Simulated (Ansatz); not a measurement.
Functionals compared on a constructed model of the (111)A surface of 3C silicon carbide, Si-terminated, (√3x√3)R30° Al adatom at T4 (bottom of the slab: 3 H on 3 bottom sites), in Ansatz (plane waves, PAW). The structure was relaxed with PBE; the other rows are single points on it. Cutoff 420 eV (500 eV for r2SCAN). HSE06 used the coarser mesh 4x4x1.

Slab: 28 atoms, 11.0 Å thick at the start with caps and adatoms (thin: gaps and levels are the slab's own); k 6x6x1, smearing 0.025 eV, dipole-corrected; 6 atoms held, the rest relaxed; start symmetry kept, larger cells not searched; no spin, no spin-orbit, no U. In PBE it is, or lies within 0.01 eV a 1x1 cell of, the lowest of the 2 structures of its composition computed so far; subsurface sites and larger cells were not tried. These notes are the PBE run's.

```json
[
 {"functional": "PBE", "gap of the slab on its k-mesh (eV)": "1.87", "highest filled level below the top vacuum level (eV)": "4.69", "rough cost of the single point": "–"},
 {"functional": "r2SCAN", "gap of the slab on its k-mesh (eV)": "?", "highest filled level below the top vacuum level (eV)": "?", "rough cost of the single point": "roughly 110 core-seconds"}
]
```

Task: Complete the blanks.

Result: 
- r2SCAN, gap of the slab on its k-mesh (eV): 2.12
- r2SCAN, highest filled level below the top vacuum level (eV): 4.85

Ansatz is a quantum-chemistry and plane-wave program.
